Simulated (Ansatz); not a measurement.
Take KF in the rock salt structure (space group Fm-3m, No. 225) as the base.

Space group Fm-3m (No. 225); a = b = c = 5.4207 Å, α = β = γ = 90.00°

```csv
atom,site,symmetry,x,y,z
K,4a,m-3m,0.0000,0.0000,0.0000
F,4b,m-3m,0.5000,0.5000,0.5000
```
(The calculation used a cell of 2 atoms; values per cell refer to that cell.)

Level of theory: PBE (Ansatz, a quantum-chemistry and plane-wave program), scalar-relativistic without spin-orbit coupling.

Before the change:

The band gap is 5.96 eV.

The change: the cell is scaled by 0.9950 in all directions, atoms relaxed at fixed cell.

### Question
What happens to the band gap?

### Answer
The band gap grows by 0.08 eV (5.96 eV → 6.04 eV).

The cells carry an imposed strain or load. Stability against distortions was not tested.
